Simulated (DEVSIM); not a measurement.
Structure: abrupt In0.53Ga0.47As n-p junction, at 300 K.

```csv
layer (left to right),material,thickness (μm),Nd (cm⁻³),Na (cm⁻³),τn (s),τp (s)
1,In0.53Ga0.47As,6.90,3.4e15,-,3.4e-10,3.4e-10
2,In0.53Ga0.47As,87.0,-,1.6e15,3.4e-10,3.4e-10
```

Left contact: ohmic. Right contact: ohmic. Voltage is applied to the left contact. Recombination: SRH at mid-gap, radiative. Mobility is constant in doping.

The device is made up for the run: typed textbook-type constants, with dimensions and the other settings drawn at random. Values at 300 K.

| parameter | In0.53Ga0.47As |
|---|---|
| gap (eV) | 0.74 |
| affinity (eV) | 4.51 |
| permittivity | 13.9 |
| Nc (cm⁻³) | 2.1e17 |
| Nv (cm⁻³) | 7.7e18 |
| μn (cm²/Vs) | 12000 |
| μp (cm²/Vs) | 300 |
| B (cm³/s) | 9.6e-11 |

Simulated with DEVSIM: 1D drift-diffusion, Boltzmann statistics, complete ionisation; no tunnelling, impact ionisation, image-force lowering or self-heating.

The minority lifetime in layer 2 was swept, all else fixed.

```tsv
minority lifetime in layer 2 (s)	dark forward voltage at 1 A/cm² (V)
1e-11	0.294
3.4e-11	0.315
1e-10	0.333
3.4e-10	___
1e-9	0.362
3.4e-9	0.372
1e-8	0.373
```

Some entries are withheld; supply them.


- 3.4e-10, dark forward voltage at 1 A/cm² (V): 0.349
